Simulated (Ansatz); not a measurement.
# PtTe2: transverse stress against strain

PtTe2 (1T layered, P-3m1, 23.013 Å³/atom and stress up to 0.01 GPa in the relaxed cell, c along z) under a strain ε along c (axis z), the other axes held. PBEsol-D3(BJ) in Ansatz, a plane-wave DFT program (PAW, default set), 420 eV, 17×17×12 Γ-centred mesh, Fermi-Dirac smearing 0.10 eV; ions are relaxed, or left where forces stay under 0.02 eV/Å, within the symmetry of each cell. Against the start cell, which lies near the measured one, the relaxed cell differs by -6.0 % in volume and -5.0 % in c; the values below rest on it. Stress is positive for a compressed cell.

Here s stands for strain and y for stress xx.

```
strain (%)  stress xx (GPa)
----------  ---------------
-3.00                     ?
-1.50                  0.96
-1.00                  0.62
-0.50                  0.30
0.00                  -0.01
0.50                  -0.29
1.00                  -0.57
1.50                  -0.83
```

Problem. Using a straight line, estimate the missing y at s = -3.00 from the other rows, showing the fit.

Solution. Means: s 0, y 0.026. About the means, the sum of products is -4.1700 and the sum of squares of s is 7.0000; the slope is their ratio. Least squares gives y = 0.026 - 0.5957·s. Residuals (row less fit): 0.040, -0.002, -0.024, -0.036, -0.018, 0.000, 0.038; standard error 0.032 (degrees of freedom: 5). The slope gives the elastic constant C13 = about 60 GPa. At the withheld row, y = 0.026 - 0.5957 × (-3.0) = 1.813 GPa. The calculation gives 2.06 GPa, 0.247 GPa above the prediction (8.5 % of the range of y in the table). The row lies outside the fitted rows, so this is an extrapolation. From the scatter of the fitted rows alone, a prediction at this place has a standard error of 0.050 GPa, so the miss is 4.9 times that.

A polynomial of degree 2 through the 12 other runs of the series gives 2.07 there, so most of the miss is curvature that the fit leaves out. In a metal these values are sensitive to mesh and smearing; energies are taken to zero smearing, stresses follow the free energy. The runs aren't spin-polarised. Spin-orbit coupling is left out, which can shift these values for the heavy elements here. Rows are the converged runs of the series near zero and its far end; series whose fitted rows scatter by over a few per cent of the range, as at a crossing or softening among them, aren't shown in this form, nor equations of state whose B0' disagrees with the runs' pressures. Most that stay on the fit to the last digits aren't either.
